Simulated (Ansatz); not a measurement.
Take SnPbO$_{3}$ in the cubic perovskite structure (space group Pm-3m, No. 221; a = 4.072 Å; a cell from a computed database, its experimental status unchecked) as the base. Axes: x, y, z lie along the cube axes.

All numbers come from PBEsol (Ansatz, a program for electronic structure, PAW, scalar-relativistic without spin-orbit coupling).

A first run, uniaxial strain ε_xx = +1.73 %, gives secant values C11 ≈ 270 GPa and C12 ≈ 93 GPa from its stress. A second run applies uniaxial stress, 2 GPa compression along z.

Question: What does linear elasticity predict for Young's modulus in the second run, and what does the run give?

Answer: Linear elasticity: (C11 − C12)(C11 + 2 C12)/(C11 + C12) = 220 GPa. The run gives 260 GPa; any difference comes from nonlinear terms at these strains and numerical noise.

Stability under load was not tested beyond the relaxation. Many cubic perovskites are stable only at high temperature; tilts and polar distortions were not tested.
